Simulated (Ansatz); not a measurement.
# A computed series for hypothetical cubic perovskite NaCaF3: response to strain

Consider NaCaF3 in the cubic perovskite structure (space group Pm-3m, No. 221; a = 4.372 Å; a hypothetical phase, not in the database extracts checked). Axes: x, y, z lie along the cube axes.

Strains are applied to the cell and any free atomic positions relax; under biaxial strain the out-of-plane vector relaxes too.

Computed with PBEsol (Ansatz, an electronic-structure program, PAW, scalar-relativistic without spin-orbit coupling).

Notes on the quantities. pressure: mean of the normal stresses, compression positive.

```tsv
case	pressure	gap character	band gap
base	0.00 GPa	indirect, R → Γ	5.11 eV
biaxial strain +0.38 %, plane normal [001], relaxed out of plane	-0.33 GPa	indirect, A → Γ	5.09 eV
isotropic strain +2.13 %	-2.90 GPa	indirect, R → Γ	4.94 eV
uniaxial strain ε_zz = +4.55 %	-1.93 GPa	indirect, A → Γ	4.99 eV
```

Whether these cells are dynamically stable was not tested. Many cubic perovskites are stable only at high temperature; tilts and polar distortions were not tested. Labels are those of the standard path for the cell's own space group.
